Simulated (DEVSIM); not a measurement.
Structure: abrupt Si n-p junction, at 300 K.

```tsv
layer (left to right)	material	thickness (μm)	Nd (cm⁻³)	Na (cm⁻³)	τn (s)	τp (s)
1	Si	0.200	1.9e17	-	2.3e-6	2.3e-6
2	Si	1.90	-	2.9e18	2.3e-6	2.3e-6
```

Left contact: ohmic. Right contact: ohmic. Voltage is applied to the left contact. Recombination: SRH at mid-gap, Auger. Mobility is μmin + (μ − μmin)/(1 + (N/Nref)^α).

The device is made up for the run: typed textbook-type constants, with dimensions and the other settings drawn at random. Values at 300 K.

| parameter | Si |
|---|---|
| gap (eV) | 1.124 |
| affinity (eV) | 4.05 |
| permittivity | 11.7 |
| Nc (cm⁻³) | 2.86e19 |
| Nv (cm⁻³) | 3.1e19 |
| μn (cm²/Vs) | 1417 |
| μp (cm²/Vs) | 470 |
| μn,min | 52 |
| μp,min | 45 |
| Nref,n | 9.7e16 |
| Nref,p | 2.2e17 |
| αn | 0.68 |
| αp | 0.72 |
| Cn (cm⁶/s) | 2.8e-31 |
| Cp (cm⁶/s) | 9.9e-32 |

Model (solved in DEVSIM): 1D drift-diffusion, Boltzmann statistics, complete ionisation; no tunnelling, impact ionisation, image-force lowering or self-heating.

Give the dark forward current.


```json
[
 {"V (V)": "-0.05", "J (A/cm²)": "-6.9e-10"},
 {"V (V)": "-0.10", "J (A/cm²)": "-3.8e-9"},
 {"V (V)": "-0.15", "J (A/cm²)": "-2.1e-8"},
 {"V (V)": "-0.20", "J (A/cm²)": "-1.3e-7"},
 {"V (V)": "-0.25", "J (A/cm²)": "-8.2e-7"},
 {"V (V)": "-0.30", "J (A/cm²)": "-5.5e-6"},
 {"V (V)": "-0.35", "J (A/cm²)": "-3.7e-5"},
 {"V (V)": "-0.40", "J (A/cm²)": "-0.00025"},
 {"V (V)": "-0.45", "J (A/cm²)": "-0.0017"},
 {"V (V)": "-0.50", "J (A/cm²)": "-0.011"},
 {"V (V)": "-0.55", "J (A/cm²)": "-0.077"},
 {"V (V)": "-0.60", "J (A/cm²)": "-0.52"},
 {"V (V)": "-0.65", "J (A/cm²)": "-3.5"},
 {"V (V)": "-0.70", "J (A/cm²)": "-23"},
 {"V (V)": "-0.75", "J (A/cm²)": "-150"},
 {"V (V)": "-0.80", "J (A/cm²)": "-880"},
 {"V (V)": "-0.85", "J (A/cm²)": "-3500"}
]
```
